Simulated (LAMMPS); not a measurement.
MD of CoAl (CsCl type) at zero pressure, 1024 atoms, as a liquid; each row is its own run.

Model: classical MD, pair style meam, file MoCoNiVFeAlCr_2nn.meam; code LAMMPS.

```
T (K)  viscosity (mPa s)
-----  -----------------
1520                9.20
1900                4.21
2090                3.06
3040                1.31
```

Task: Fit an Arrhenius law, ln y = a + b / x, to these rows (x is the first column, y the second) and predict the run at x = 2470.

Result: Least squares gives a = -1.6951 and b = 5938. The slope times kB gives an activation energy of 0.51 eV. At x = 2470 the fit predicts 2.03 mPa s. The run itself gave 2.1 ± 0.3 mPa s, so the fit is 2.4 % low, within the run's error.

Caution: a run this short can hold a crystal over, or a liquid under, the potential's own melting point, which these runs don't give.

Caution (row 3040): enthalpy drifts during the constant-pressure average: a transition or slow ageing; fluctuation values are void.
